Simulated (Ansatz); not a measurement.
Partial pair distribution functions of a relaxed model of amorphous Hf18O41P2, broadened by 0.06 Å; density 8.28 g/cm³. Computed with PBE, scalar-relativistic without spin-orbit coupling (plane waves to 420 eV, PAW; Ansatz, a quantum-chemistry and plane-wave program).

A CHGNet melt-quench gave the starting glass, which DFT then relaxed. O atoms were pushed apart under 1.9 Å during the dynamics, to hinder bonds among them. The hot cell started wider than the set density and was brought back towards it in steps. It is the lowest in DFT energy of 2 quenches. It is a model cell: composition and starting density were chosen by hand, and all elements were melted together. No dispersion term was used. Its density started from a set value of 8.17 and ended at 8.28 g/cm³. Cooling (nominally 450 K/ps over its main leg) ran many orders faster than in experiment, which tends to leave more defects and strain. A cell of this size samples the disorder only roughly. Volume and shape were free in the relaxation. On a 2×2×2 Γ-centred mesh force components of up to 0.12 eV/Å stay, since the relaxation ran on the zone centre alone.

```json
[
 {"r (Å)": "1.30", "g Hf-O": "0.00", "g O-P": "0.01", "g Hf-Hf": "0.00", "g O-O": "0.00"},
 {"r (Å)": "1.40", "g Hf-O": "0.00", "g O-P": "1.00", "g Hf-Hf": "0.00", "g O-O": "0.00"},
 {"r (Å)": "1.50", "g Hf-O": "0.00", "g O-P": "11.15", "g Hf-Hf": "0.00", "g O-O": "0.00"},
 {"r (Å)": "1.60", "g Hf-O": "0.00", "g O-P": "11.72", "g Hf-Hf": "0.00", "g O-O": "0.00"},
 {"r (Å)": "1.70", "g Hf-O": "0.00", "g O-P": "1.42", "g Hf-Hf": "0.00", "g O-O": "0.00"},
 {"r (Å)": "1.80", "g Hf-O": "0.09", "g O-P": "0.02", "g Hf-Hf": "0.00", "g O-O": "0.00"},
 {"r (Å)": "1.90", "g Hf-O": "1.16", "g O-P": "0.00", "g Hf-Hf": "0.00", "g O-O": "0.00"},
 {"r (Å)": "2.00", "g Hf-O": "4.68", "g O-P": "0.00", "g Hf-Hf": "0.00", "g O-O": "0.00"},
 {"r (Å)": "2.10", "g Hf-O": "6.77", "g O-P": "0.00", "g Hf-Hf": "0.00", "g O-O": "0.00"},
 {"r (Å)": "2.20", "g Hf-O": "4.76", "g O-P": "0.00", "g Hf-Hf": "0.00", "g O-O": "0.01"},
 {"r (Å)": "2.30", "g Hf-O": "2.65", "g O-P": "0.00", "g Hf-Hf": "0.00", "g O-O": "0.17"},
 {"r (Å)": "2.40", "g Hf-O": "0.86", "g O-P": "0.00", "g Hf-Hf": "0.00", "g O-O": "0.65"},
 {"r (Å)": "2.50", "g Hf-O": "0.34", "g O-P": "0.00", "g Hf-Hf": "0.00", "g O-O": "1.64"},
 {"r (Å)": "2.60", "g Hf-O": "0.11", "g O-P": "0.00", "g Hf-Hf": "0.00", "g O-O": "2.65"},
 {"r (Å)": "2.70", "g Hf-O": "0.14", "g O-P": "0.00", "g Hf-Hf": "0.00", "g O-O": "2.17"},
 {"r (Å)": "2.80", "g Hf-O": "0.13", "g O-P": "0.00", "g Hf-Hf": "0.00", "g O-O": "1.95"},
 {"r (Å)": "2.90", "g Hf-O": "0.11", "g O-P": "0.00", "g Hf-Hf": "0.00", "g O-O": "2.19"},
 {"r (Å)": "3.00", "g Hf-O": "0.15", "g O-P": "0.19", "g Hf-Hf": "0.03", "g O-O": "1.72"},
 {"r (Å)": "3.10", "g Hf-O": "0.13", "g O-P": "0.94", "g Hf-Hf": "0.40", "g O-O": "1.48"},
 {"r (Å)": "3.20", "g Hf-O": "0.13", "g O-P": "0.96", "g Hf-Hf": "1.78", "g O-O": "1.06"},
 {"r (Å)": "3.30", "g Hf-O": "0.29", "g O-P": "0.82", "g Hf-Hf": "3.26", "g O-O": "0.93"},
 {"r (Å)": "3.40", "g Hf-O": "0.43", "g O-P": "0.45", "g Hf-Hf": "3.26", "g O-O": "0.88"},
 {"r (Å)": "3.50", "g Hf-O": "0.56", "g O-P": "1.11", "g Hf-Hf": "3.28", "g O-O": "0.74"},
 {"r (Å)": "3.60", "g Hf-O": "0.61", "g O-P": "1.53", "g Hf-Hf": "2.51", "g O-O": "0.68"},
 {"r (Å)": "3.70", "g Hf-O": "0.65", "g O-P": "1.09", "g Hf-Hf": "2.05", "g O-O": "0.53"},
 {"r (Å)": "3.80", "g Hf-O": "0.97", "g O-P": "1.03", "g Hf-Hf": "1.83", "g O-O": "0.65"},
 {"r (Å)": "3.90", "g Hf-O": "1.38", "g O-P": "1.11", "g Hf-Hf": "1.51", "g O-O": "0.84"},
 {"r (Å)": "4.00", "g Hf-O": "1.25", "g O-P": "2.05", "g Hf-Hf": "1.70", "g O-O": "0.93"},
 {"r (Å)": "4.10", "g Hf-O": "1.08", "g O-P": "1.67", "g Hf-Hf": "1.23", "g O-O": "1.00"},
 {"r (Å)": "4.20", "g Hf-O": "1.47", "g O-P": "1.69", "g Hf-Hf": "0.74", "g O-O": "1.08"},
 {"r (Å)": "4.30", "g Hf-O": "1.59", "g O-P": "1.35", "g Hf-Hf": "0.50", "g O-O": "1.02"},
 {"r (Å)": "4.40", "g Hf-O": "1.60", "g O-P": "1.27", "g Hf-Hf": "0.23", "g O-O": "0.81"}
]
```

Within 2.60 Å each Hf has 6.39 O neighbours on average.
